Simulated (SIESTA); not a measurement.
**Worked example: self-consistent single point of NaSn2Pd3 (P6mm, 6 atoms in the cell) in SIESTA**

Method of the run: GGA PBEsol, numerical atomic orbitals DZP, PseudoDojo PBEsol standard norm-conserving potentials (rewritten from UPF to PSML) in SIESTA.

Input:

```
# files in the folder: Na.psml Sn.psml Pd.psml (PseudoDojo PBEsol standard)
SystemName  NaSn2Pd3
SystemLabel nasn2pd3

NumberOfAtoms                6
NumberOfSpecies              3
%block ChemicalSpeciesLabel
  1 11 Na
  2 50 Sn
  3 46 Pd
%endblock ChemicalSpeciesLabel
LatticeConstant              1.0 Bohr
%block LatticeVectors
    11.127206309    0.000000000    0.000000000
    -5.563603155    9.636442944    0.000000000
     0.000000000    0.000000000    8.218358445
%endblock LatticeVectors
AtomicCoordinatesFormat      Ang
%block AtomicCoordinatesAndAtomicSpecies
     0.000000000    0.000000000    0.837741706  1
     2.944134944    1.699793634    2.157740473  2
    -0.000002944    3.399592366    2.157740473  2
    -1.472066000    2.549693000    4.327310139  3
     2.944132000    0.000000000    4.327310139  3
     1.472066000    2.549693000    4.327310139  3
%endblock AtomicCoordinatesAndAtomicSpecies

XC.functional                GGA
XC.authors                   PBEsol
PAO.BasisSize                DZP
PAO.EnergyShift              0.005 Ry
MeshCutoff                   400 Ry
%block kgrid.MonkhorstPack
    5   0   0  0.0
    0   5   0  0.0
    0   0   5  0.0
%endblock kgrid.MonkhorstPack
OccupationFunction           MP
OccupationMPOrder            0
ElectronicTemperature        580.23 K

MaxSCFIterations             150
SCF.Mixer.Method             Broyden
SCF.Mixer.Weight             0.1
SCF.Mixer.History            8
SCF.DM.Tolerance             1.0E-05
Diag.ParallelOverK           true
WriteForces                  true
```

Output (repeated stretches shortened):

```
reinit: Reading from file input.fdf

reinit: System Name: NaSn2Pd3
reinit: System Label: nasn2pd3

coor:   Atomic-coordinates input format  =     Cartesian coordinates
coor:                                          (in Angstroms)

siesta: Atomic coordinates (Bohr) and species
siesta:      0.00000   0.00000   1.58310  1        1
siesta:      5.56361   3.21214   4.07754  2        2
siesta:     -0.00001   6.42430   4.07754  2        3
siesta:     -2.78180   4.81822   8.17743  3        4
siesta:      5.56360   0.00000   8.17743  3        5
siesta:      2.78180   4.81822   8.17743  3        6

siesta: System type = bulk

initatomlists: Number of atoms, orbitals, and projectors:      6   102   126

siesta: ******************** Simulation parameters ****************************
redata: Spin configuration                          = none
redata: Time-Reversal Symmetry                      = T
redata: Number of Atomic Species                    =        3
redata: Mesh Cutoff                                 =   400.0000 Ry
redata: Net charge of the system                    =     0.0000 |e|
redata: Min. number of SCF Iter                     =        0
redata: Max. number of SCF Iter                     =      150
redata: SCF convergence failure will abort job
redata: SCF mix quantity                            = Hamiltonian
redata: Mix DM or H after convergence               =   F
redata: Recompute H after scf cycle                 =   F
redata: Mix DM in first SCF step                    =   T
redata: No kicks to SCF
redata: DM Mixing Weight for Kicks                  =     0.5000
redata: Require Harris convergence for SCF          =   F
redata: Harris energy tolerance for SCF             =     0.000100 eV
redata: Require DM convergence for SCF              =   T
redata: DM tolerance for SCF                        =     0.000010
redata: Require EDM convergence for SCF             =   F
redata: EDM tolerance for SCF                       =     0.001000 eV
redata: Require H convergence for SCF               =   T
redata: Hamiltonian tolerance for SCF               =     0.001000 eV
redata: Require (free) Energy convergence for SCF   =   F
redata: (free) Energy tolerance for SCF             =     0.000100 eV
redata: Using DFT-D3 dispersion                     =   F
redata: Using Saved Data (generic)                  =   F
redata: Method of Calculation                       = Diagonalization
redata: Electronic Temperature                      =   580.2300 K
redata: Number of TDED substeps                     =        3
redata: Dynamics option                             = Single-point calculation
redata: Save all siesta data in one NC              =   F
redata: ***********************************************************************

%block SCF.Mixers
  Broyden
%endblock SCF.Mixers

%block SCF.Mixer.Broyden
  # Mixing method
  method broyden

  # Mixing options
  weight 0.1000
  weight.linear 0.1000
  weight.prime 0.1000
  history 8
%endblock SCF.Mixer.Broyden

DM_history_depth set to one: no extrapolation allowed by default for geometry relaxation
Size of DM history Fstack: 1
Total number of electrons:    91.000000
Total ionic charge:    91.000000

* ProcessorY, Blocksize:    1  64

* Orbital distribution balance (max,min):   102   102

 Kpoints in:           75 . Kpoints trimmed:           63

siesta: k-grid: Number of k-points = 63
siesta: k-points from Monkhorst-Pack grid
siesta: k-cutoff (effective) =    10.872 Ang
siesta: k-point supercell and displacements
siesta: k-grid:     5     0     0      0.000
siesta: k-grid:     0     5     0      0.000
siesta: k-grid:     0     0     5      0.000

diag: Algorithm                                     = D&C
diag: Parallel over k                               =   F
diag: Use parallel 2D distribution                  =   F
diag: Parallel block-size                           = 64
diag: Parallel distribution                         =     1 x     1
diag: Used triangular part                          = Lower
diag: Absolute tolerance                            =  0.100E-15
diag: Orthogonalization factor                      =  0.100E-05
diag: Memory factor                                 =  1.0000

superc: Internal auxiliary supercell:     5 x     5 x     5  =     125
superc: Number of atoms, orbitals, and projectors:    750  12750  15750

                        Single-point calculation

superc: Internal auxiliary supercell:     5 x     5 x     5  =     125
superc: Number of atoms, orbitals, and projectors:    750  12750  15750

outcell: Unit cell vectors (Ang):
        5.888264    0.000000    0.000000
       -2.944132    5.099386    0.000000
        0.000000    0.000000    4.348968

outcell: Cell vector modules (Ang)   :    5.888264    5.888264    4.348968
outcell: Cell angles (23,13,12) (deg):     90.0000     90.0000    120.0000
outcell: Cell volume (Ang**3)        :    130.5844
new_DM -- step:     1
Initializing Density Matrix...

Attempting to read DM from file... Failed...
DM filled with atomic data:

InitMesh: MESH = 64 x 64 x 54 = 221184
InitMesh: Mesh cutoff (required, used) =   400.000   426.105 Ry

stepf: Methfessel-Paxton step function
       Using Hermite-Gauss polynomials of order  0

        iscf     Eharris(eV)        E_KS(eV)     FreeEng(eV)     dDmax    Ef(eV) dHmax(eV)
   scf:    1   -16499.081147   -16527.548158   -16527.549581  1.369477 -5.418804  5.914486
   scf:    2   -16531.278197   -16529.580962   -16529.582325  0.093004 -5.374205  3.777345
   scf:    3   -16531.022287   -16530.973308   -16530.975611  0.136966 -5.074970  1.250943
   scf:    4   -16526.771260   -16529.634747   -16529.636074  0.155174 -5.497662  4.291079
   scf:    5   -16531.734417   -16530.970030   -16530.973379  0.071944 -5.339414  1.261227
   scf:    6   -16530.943962   -16530.957452   -16530.960988  0.008710 -5.334131  1.302937
   [... 7 lines left out ...]
   scf:   14   -16531.093623   -16531.093623   -16531.096346  0.000017 -5.196648  0.000812
   scf:   15   -16531.093623   -16531.093623   -16531.096346  0.000014 -5.196664  0.000717
   scf:   16   -16531.093623   -16531.093623   -16531.096346  0.000013 -5.196679  0.000633
   scf:   17   -16531.093623   -16531.093623   -16531.096346  0.000011 -5.196692  0.000557
   scf:   18   -16531.093623   -16531.093623   -16531.096346  0.000009 -5.196704  0.000493

SCF Convergence by DM+H criterion
max |DM_out - DM_in|         :     0.0000094291
max |H_out - H_in|      (eV) :     0.0004925964
SCF cycle converged after 18 iterations

Using DM_out to compute the final energy and forces

siesta: E_KS(eV) =           -16531.0936

siesta: E_KS - E_eggbox =    -16531.0936

siesta: Atomic forces (eV/Ang):
     1    0.000000    0.000000   -0.063312
     2   -0.000038    0.000022   -0.012983
     3    0.000038   -0.000022   -0.012983
     4    0.000000    0.000000    0.024162
     5    0.000000   -0.000000    0.024162
     6    0.000000   -0.000000    0.024156
   Tot    0.000000   -0.000000   -0.016800
   Max    0.063312
   Res    0.018404    sqrt( Sum f_i^2 / 3N )
   Max    0.063312    constrained

Stress tensor Voigt[x,y,z,yz,xz,xy] (kbar):       51.24       51.38       55.71       -0.00       -0.00        0.12
(Free)E + p*V (eV/cell)   -16535.3980
Target enthalpy (eV/cell)   -16531.0963

siesta: Program's energy decomposition (eV):
siesta: Ebs     =     -2689.138099
siesta: Eions   =     19990.997303
siesta: Ena     =      1935.619082
siesta: Ekin    =      6996.203015
siesta: Enl     =     -2428.055418
siesta: Eso     =         0.000000
siesta: Edftu   =         0.000000
siesta: DEna    =        -2.376397
siesta: DUscf   =         0.972967
siesta: DUext   =         0.000000
siesta: Ex      =     -2852.299922
siesta: Ec      =      -190.159647
siesta: Exc     =     -3042.459569
siesta: Eharris =    -16531.093623
siesta: Etot    =    -16531.093623
siesta: FreeEng =    -16531.096346

siesta: Atomic forces (eV/Ang):
siesta:      1    0.000000    0.000000   -0.063312
siesta:      2   -0.000038    0.000022   -0.012983
siesta:      3    0.000038   -0.000022   -0.012983
siesta:      4    0.000000    0.000000    0.024162
siesta:      5    0.000000   -0.000000    0.024162
siesta:      6    0.000000   -0.000000    0.024156
siesta: ----------------------------------------
siesta:    Tot    0.000000   -0.000000   -0.016800

siesta: Stress tensor (static) (eV/Ang**3):
siesta:     0.031984    0.000074   -0.000000
siesta:     0.000074    0.032070   -0.000000
siesta:    -0.000000   -0.000000    0.034772

siesta: Cell volume =        130.584422 Ang**3

siesta: Pressure (static):
siesta:                Solid            Molecule  Units
siesta:          -0.00035878         -0.00036588  Ry/Bohr**3
siesta:          -0.03294188         -0.03359331  eV/Ang**3
siesta:         -52.77870607        -53.82241430  kBar
```

The run converged in 18 iterations.

The starting cell comes from a database of computed structures (which also holds hypothetical and non-ambient phases and stackings), without a prior relaxation at this level. Its lattice was rescaled by a random factor within 2.5 % of one. Spin polarisation is off. Values carry the incompleteness of an atom-centred basis. With a pressure of about -5 GPa the cell is away from its equilibrium volume at this level.

Cost on one core of a shared machine: roughly 80 s.
